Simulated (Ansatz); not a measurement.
Start from TiO$_{2}$ in the anatase structure (space group I4_1/amd, No. 141; a = 3.770 Å, c = 9.552 Å).

It is then changed as follows: cell and atoms relaxed at a pressure of 18 GPa.

Levels (all Ansatz, a quantum-chemistry and plane-wave program, PAW): PBEsol (420 eV, no SOC); r2SCAN (500 eV, without spin-orbit coupling); HSE06 (420 eV, no SOC).

One geometry, relaxed with PBEsol, under each level:

```tsv
level	band gap	lowest conduction level above the VBM at special points	pressure
PBEsol	1.89 eV	Γ 1.89 eV; M 2.40 eV; S 3.03 eV; S₀ 3.03 eV	180.0 kbar
r2SCAN	___	___	___
HSE06	3.45 eV	Γ 3.45 eV; M 4.03 eV; S 4.67 eV	–
```

**Question.** Give the withheld r2SCAN results.

**Answer.** 
- r2SCAN, band gap: 2.35 eV
- r2SCAN, lowest conduction level above the VBM at special points: Γ 2.35 eV; M 2.84 eV; S 3.46 eV; S₀ 3.46 eV
- r2SCAN, pressure: 207.3 kbar

Single points use the geometry relaxed with PBEsol. Their cutoffs differ, which shifts pressures a little. HSE06 gaps are upper bounds (no full band path). Load acts through the strain it causes; cell and atoms are relaxed under it. Whether these cells are dynamically stable was not tested. Competing high-pressure phases were not computed. The final runs are not spin-polarised.
